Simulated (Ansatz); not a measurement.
Structures of equal composition on the (111)A surface of zinc-blende ZnS (Zn plane on top): 2x2 O adatom at H3; 2x2 O adatom at T4. The slabs share one bottom face, and each structure is named by its start. These are constructed structures in small cells; real faces may alloy, dewet or reconstruct in larger ones, and not all known structures of the face are among them. Slabs of about 13 Å with all that they carry, Fermi-Dirac smearing of 0.025 eV. Bottom of the slabs: H caps. Relaxed from the named starts with such symmetry as they have, on meshes of like density; energies extrapolated to zero smearing; no spin-orbit coupling, no U. Spin-polarised runs, if any, are marked in brackets, and their order is one that fits the cell; the others ran without spin. Where a second, spin-polarised start was run, the lower counts.

Host crystal: zinc-blende ZnS, with a band gap (PBE, scalar-relativistic without spin-orbit coupling).

Calculation: PBE (plane waves to 420 eV, PAW; Ansatz, a quantum-chemistry and plane-wave program).

### Question
Order them by energy per 1x1 cell (lowest first) at the level PBE.

### Answer
2x2 O adatom at H3 (0.000 eV, gap 1.69 eV on the mesh), 2x2 O adatom at T4 (0.128 eV (1 O–S bonds broke), gap 1.17 eV on the mesh)
